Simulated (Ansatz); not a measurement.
# AgI, pressure series

Take AgI in the wurtzite structure (space group P6_3mc, No. 186; a = 4.6852 Å, c = 7.6621 Å) as the base.

Cell and atoms are relaxed at each pressure.

Calculations: PBE/PAW in Ansatz (a first-principles code), without spin-orbit coupling.

Two rows of this table had their results exchanged by mistake.

```csv
pressure,volume per atom (Å³),shortest distance (Å),band gap
pressure −2 GPa,40.29,2.967,1.38 eV
pressure −1 GPa,38.02,2.911,1.37 eV
pressure 0.3 GPa,30.29,2.673,1.31 eV
pressure 0.7 GPa,35.51,2.846,1.37 eV
pressure 1.5 GPa,34.63,2.822,1.37 eV
pressure 3 GPa,33.24,2.783,1.37 eV
pressure 5 GPa,31.80,2.736,1.36 eV
pressure 7.5 GPa,36.01,2.859,1.37 eV
pressure 10 GPa,28.54,2.607,1.02 eV
```

Which two?

The rows for pressure 0.3 GPa and pressure 7.5 GPa: the volume has to fall steadily with pressure, so 36.01 Å³ belongs to pressure 0.3 GPa and 30.29 Å³ to pressure 7.5 GPa.

Spin-orbit coupling, missing from the scalar runs, can matter with I. Load acts through the strain it causes; cell and atoms are relaxed under it. Stability against distortions was not tested. Tetrahedral semiconductors of this kind turn to denser phases somewhere between about 1 and 50 GPa; those were not computed, so compressed cells here can lie past the real transition.
